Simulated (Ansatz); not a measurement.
The starting structures come from a database of crystals and need not be the phases stable at ambient conditions.

 Where the default PAW files enter, the runs use the earlier of Ansatz's two default sets.

Tunnelling through a barrier is set by its complex band structure: the current falls as exp(−2κd) with the smallest κ.

Consider the following.

```xyz
6
Lattice="4.2336 0.0000 0.0000 -1.5677 8.3783 0.0000 1.5677 -1.8340 3.4644" Properties=species:S:1:pos:R:3 pbc="T T T"
Ag     0.6190     1.4272     1.2607
Ag     3.6146     5.1172     2.2038
Ag     2.9007    -0.9170     1.7322
Ag     1.3329     4.1892     0.0000
S      4.1685     0.3019     3.3865
S      0.0651     6.2425     0.0779
```

Space group of this cell: P2_1/m. The cell is taken as given; by PBEsol its mean pressure is -3.1 GPa.

Transport runs along the normal of the first two printed cell vectors.

No gap correction and no spin-orbit coupling; mid-gap values are interpolated between computed energies.

Compute, with Ansatz (a quantum-chemistry and plane-wave program) with PBEsol, the band gap and the smallest decay constant κ at mid-gap.

Gap 1.10 eV on a 8×10×10 mesh; κ = 0.136 1/Å, at the zone centre.
